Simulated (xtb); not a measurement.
xtb 6.7.1, GFN1-xTB: Si(H)(NMe2)2(nBu) (CCCC[SiH](N(C)C)N(C)C), 33 atoms. The geometry is a generated start, not checked to be a minimum at this level.

- run flags: --grad
- method: GFN1-xTB
- --acc: 1 (default)
- --etemp (K): 300 (default)
- basis functions: 94
- valence electrons: 68

One run each on 1 thread. Values of broydamp tried: 0.02, 0.05, 0.1, 0.2, 0.4 (default), 0.6, 0.8, 1.

Q: How does the count of SCC iterations change with broydamp, and where is it least?

A: Fewest SCC iterations, within one of each other: 0.2 with 11, 0.4 (default) with 10, 0.6 with 10, 0.8 with 11. The count rises to 17 at 0.02. All converge to one solution.

```csv
broydamp,SCC iterations,end
0.02,17,same solution
0.05,16,same solution
0.1,13,same solution
0.2,11,same solution
0.4 (default),10,same solution
0.6,10,same solution
0.8,11,same solution
1,12,same solution
```
